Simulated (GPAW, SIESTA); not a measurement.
A GPAW input for a self-consistent single point of CdAu (P1, 2 atoms in the cell) (DFT PBEsol, plane waves, GPAW PAW datasets PBEsol (made by gpaw-setup)):

```python
from ase import Atoms
from ase.units import GPa
from gpaw import GPAW

atoms = Atoms(['Cd', 'Au'],
              cell=[[3.338105, 0.000000, 0.000000],
                    [0.000000, 3.338105, 0.000000],
                    [0.000000, 0.000000, 3.338105]],
              positions=[[0.010351, -0.039937, -0.029115],
                         [1.658701, 1.708990, 1.698167]],
              pbc=True)

calc = GPAW(mode={'name': 'pw', 'ecut': 600},
            xc='PBEsol',
            kpts=(7, 7, 7),
            occupations={'name': 'methfessel-paxton', 'width': 0.272, 'order': 0},
            nbands=-6,
            convergence={'forces': 0.001},
            symmetry={'symmorphic': False, 'tolerance': 0.0005},
            maxiter=120,
            txt='-')

atoms.calc = calc

energy = atoms.get_potential_energy()
print('Energy (eV):', round(energy, 6))
forces = atoms.get_forces()
print('Forces (eV/Ang):')
print(forces.round(5))
stress = atoms.get_stress()
print('Stress (GPa, Voigt):', (stress / GPa).round(4))
```

**Question.** Translate this input to SIESTA.

**Answer.** One input that does it (others would too):

```
# files in the folder: Cd.psml Au.psml (PseudoDojo PBEsol standard)
SystemName  CdAu
SystemLabel CdAu

NumberOfAtoms                2
NumberOfSpecies              2
%block ChemicalSpeciesLabel
  1 48 Cd
  2 79 Au
%endblock ChemicalSpeciesLabel
LatticeConstant              1.0 Ang
%block LatticeVectors
     3.338105000    0.000000000    0.000000000
     0.000000000    3.338105000    0.000000000
     0.000000000    0.000000000    3.338105000
%endblock LatticeVectors
AtomicCoordinatesFormat      Ang
%block AtomicCoordinatesAndAtomicSpecies
     0.010351464   -0.039937088   -0.029114952  1
     1.658701036    1.708989588    1.698167452  2
%endblock AtomicCoordinatesAndAtomicSpecies

XC.functional                GGA
XC.authors                   PBEsol
PAO.BasisSize                DZP
PAO.EnergyShift              0.005 Ry
MeshCutoff                   300 Ry
%block kgrid.MonkhorstPack
    7   0   0  0.0
    0   7   0  0.0
    0   0   7  0.0
%endblock kgrid.MonkhorstPack
OccupationFunction           MP
OccupationMPOrder            0
ElectronicTemperature        3156.43 K

MaxSCFIterations             150
SCF.Mixer.Method             Pulay
SCF.Mixer.Weight             0.2
SCF.Mixer.History            8
SCF.DM.Tolerance             1.0E-05
Diag.ParallelOverK           true
WriteForces                  true
```

Basis, cutoffs, solver keys and any potentials are the target program's own. This input uses DFT, GGA PBEsol, numerical atomic orbitals DZP, PseudoDojo PBEsol standard norm-conserving potentials (rewritten from UPF to PSML).

The starting cell comes from a database of computed structures (which also holds hypothetical and non-ambient phases and stackings), without a prior relaxation at this level. Its lattice was rescaled by a random factor within 2.5 % of one. For this run, on top of that: atoms moved at random.
